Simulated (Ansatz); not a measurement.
This Ansatz (an electronic-structure program) input is the reference run, SrTiO₃ (space group I4/mcm, No. 140), computed with PBEsol (Ansatz), spin-orbit coupling left out:

Ansatz 0.2 input:
```yaml
crystal:
  lattice:
    - [-2.743639271, 2.743639271, 3.9043559978]
    - [2.743639271, -2.743639271, 3.9043559978]
    - [2.743639271, 2.743639271, -3.9043559978]
  atoms:
    - { symbol: Sr, position: [0.75, 0.25, 0.5] }
    - { symbol: Sr, position: [0.25, 0.75, 0.5] }
    - { symbol: Ti, position: [0, 0, 0] }
    - { symbol: Ti, position: [0.5, 0.5, 0] }
    - { symbol: O, position: [0.7746164729, 0.2746164729, 0.0492329458] }
    - { symbol: O, position: [0.2253835271, 0.7253835271, 0.9507670542] }
    - { symbol: O, position: [0.2746164729, 0.2253835271, 0.5] }
    - { symbol: O, position: [0.7253835271, 0.7746164729, 0.5] }
    - { symbol: O, position: [0.75, 0.75, 0] }
    - { symbol: O, position: [0.25, 0.25, 0] }
basis: { ecutwfc: 420, ecutrho_ratio: 4, xc_grid: 2, fft_grid_basis: typed }
kpoints: { mp_grid: { grid: [9, 9, 9] } }
hamiltonian:
  xc: pbesol
  dispersion: none
  pseudopotentials: { kind: paw }
scf: { occupations: { method: fermi_dirac, width: 0.05 }, convergence: { dr2_threshold: 0.000000001 } }
output: { forces: true, stress: true }
```

Q: Write the input for this change: uniaxial stress, 0.5 GPa tension along x, with the cell and atoms free to relax against it.

A: 
Ansatz 0.2 input:
```yaml
crystal:
  lattice:
    - [-2.743639271, 2.743639271, 3.9043559978]
    - [2.743639271, -2.743639271, 3.9043559978]
    - [2.743639271, 2.743639271, -3.9043559978]
  atoms:
    - { symbol: Sr, position: [0.75, 0.25, 0.5] }
    - { symbol: Sr, position: [0.25, 0.75, 0.5] }
    - { symbol: Ti, position: [0, 0, 0] }
    - { symbol: Ti, position: [0.5, 0.5, 0] }
    - { symbol: O, position: [0.7746164729, 0.2746164729, 0.0492329458] }
    - { symbol: O, position: [0.2253835271, 0.7253835271, 0.9507670542] }
    - { symbol: O, position: [0.2746164729, 0.2253835271, 0.5] }
    - { symbol: O, position: [0.7253835271, 0.7746164729, 0.5] }
    - { symbol: O, position: [0.75, 0.75, 0] }
    - { symbol: O, position: [0.25, 0.25, 0] }
basis: { ecutwfc: 420, ecutrho_ratio: 4, xc_grid: 2, fft_grid_basis: typed }
kpoints: { mp_grid: { grid: [9, 9, 9] } }
hamiltonian:
  xc: pbesol
  dispersion: none
  pseudopotentials: { kind: paw }
scf: { occupations: { method: fermi_dirac, width: 0.05 } }
relax: { f_tol: 0.005, max_steps: 50, cell: { stress_tol: 0.01, sigma_target: [-0.5, 0, 0, 0, 0, 0] } }
output: { forces: true, stress: true }
checkpoint: { write: state.ck, write_every: 1000 }
```
This is the input that was run.

Load acts through the strain it causes; cell and atoms are relaxed under it. sigma_target is in GPa, compression positive, in the order xx, yy, zz, yz, xz, xy. Stability under load was not tested beyond the relaxation. The final runs are not spin-polarised. This is not the structure that SrTiO3 has at room temperature and ambient pressure.
